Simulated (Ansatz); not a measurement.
GaN (P6_3mc), Ansatz (an electronic-structure program) with r2SCAN with spin-orbit coupling, rigid bands: N_v = 8.85e19 cm⁻³ at 300 K and a hole conductivity mass of 1.43 mₑ along y (a = (3.18, 0.00, 0.00) Å; b = (-1.59, 2.76, 0.00) Å; c = (0.00, 0.00, 5.19) Å).

**Question.** For 1e16 holes per cm³ at 300 K, place the Fermi level, estimate the Seebeck coefficient of a parabolic band with constant τ, and give mobility and conductivity for τ = 10 fs.

**Answer.** The level lies k_BT ln(N_v/p) = 0.235 eV above the valence-band maximum. S ≈ +(k_B/e)[ln(N_v/p) + 5/2] = 999 μV/K, against 1014 μV/K from the full bands (mean over directions). μ = eτ/m = 12.3 cm²/(V·s) and σ = peμ = 0.0197 S/cm. τ is assumed, not computed.

Band transport and this doping are assumed; polarons and phonon drag are left out. Geometry: cell and atoms relaxed with PBEsol.
